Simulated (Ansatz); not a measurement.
How far to go with shifted k-point meshes: CaC2 (Cm, 6 atoms in the cell)

```yaml
crystal:
  lattice:
    - [3.58964, -1.92104, 0.00000]
    - [3.58964, 1.92104, 0.00000]
    - [-2.17074, 0.00000, 7.11421]
  atoms:
    - { symbol: Ca, position: [0.79953, 0.79953, 0.76054] }
    - { symbol: Ca, position: [0.20259, 0.20259, 0.24649] }
    - { symbol: C, position: [0.07922, 0.07922, 0.56431] }
    - { symbol: C, position: [0.92078, 0.92078, 0.43569] }
    - { symbol: C, position: [0.45186, 0.45186, 0.05825] }
    - { symbol: C, position: [0.54814, 0.54814, 0.94175] }
```

Method of the run: PBEsol, default PAW files made with PBE (plane waves; Ansatz, a quantum-chemistry and plane-wave program).

Base settings: basis.ecutwfc = 420 eV; kpoints.mp_grid.grid = 7 7 4; hamiltonian.xc = pbesol; hamiltonian.pseudopotentials = {kind: paw} (the program's default PAW files); scf.occupations.method = fixed.

In this ladder: kpoints.mp_grid.shift = 0.5 0.5 0.5.

Shifted meshes do not hold Γ, so a gap read on them misses any band edge there.

Only quantities that move along the ladder and can be compared are tabulated.

The count of work is k-points × plane waves × bands × iterations; it is no time. Core times come from one kind of shared machine, to one figure; runs under 30 s give none.

The starting cell comes from a database of computed structures (which also holds hypothetical and non-ambient phases and stackings), without a prior relaxation at this level. Its lattice was rescaled by up to half a per cent. One atom was moved a little off its site on purpose. Ansatz's pressure includes its estimate of the finite-basis (Pulay) stress.

| kpoints.mp_grid.grid | free energy less the last step's (meV/atom) | pressure (GPa) | largest difference of a force vector from the last step's (eV/Å) | gap on the mesh (eV) | count of work / last | core time / last (rough) |
|---|---|---|---|---|---|---|
| 2 2 1 | -11.12 | -2.41 | 0.188 | 3.285 | 0.0020 | – |
| 3 3 1 | 2.94 | -2.11 | 0.105 | 2.994 | 0.0035 | – |
| 3 3 2 | -0.84 | -2.15 | 0.031 | 3.023 | 0.0052 | – |
| 4 4 2 | -0.10 | -2.12 | 0.006 | 2.737 | 0.0087 | – |
| 5 5 3 | -0.02 | -2.11 | 0.001 | 2.456 | 0.021 | – |
| 6 6 3 | -0.01 | -2.11 | 0.000 | 2.345 | 0.029 | – |
| 7 7 4 | 0.01 | -2.11 | 0.001 | 2.315 | 0.055 | – |
| 8 8 4 | 0.00 | -2.11 | 0.001 | 2.303 | 0.071 | – |
| 9 9 4 | 0.00 | -2.11 | 0.001 | 2.281 | 0.089 | – |
| 9 9 5 | 0.00 | -2.11 | 0.000 | 2.236 | 0.100 | – |
| 10 10 5 | 0.00 | -2.11 | 0.000 | 2.214 | 0.12 | – |
| 12 12 6 | 0.00 | -2.11 | 0.001 | 2.201 | 0.23 | 0.2 |
| 13 13 6 | 0.00 | -2.11 | 0.000 | 2.191 | 0.24 | 0.2 |
| 14 14 7 | 0.00 | -2.11 | 0.001 | 2.164 | 0.37 | 0.3 |
| 16 16 8 | 0.00 | -2.11 | 0.001 | 2.166 | 0.54 | 0.5 |
| 17 17 8 | 0.00 | -2.11 | 0.001 | 2.163 | 0.61 | 0.5 |
| 19 19 9 | 0.00 | -2.11 | 0.001 | 2.147 | 0.85 | 0.8 |
| 21 21 10 | 0.00 | -2.11 | 0.000 | 2.149 | 1.0 | 1 |

Coarsest kpoints.mp_grid.grid that holds the free energy within 0.5 meV/atom of the last step, with all finer ones: 4 4 2, at 0.0087 of the last step's count of work; the step before is off by 0.84 meV/atom.

Coarsest kpoints.mp_grid.grid that holds the forces within 0.02 eV/Å of the last step, with all finer ones: 4 4 2, at 0.0087 of the last step's count of work; the step before is off by 0.031 eV/Å.

The gap on the mesh jumps up and down from mesh to mesh; it is no smooth measure of convergence.

Keys are those of Ansatz 0.2.
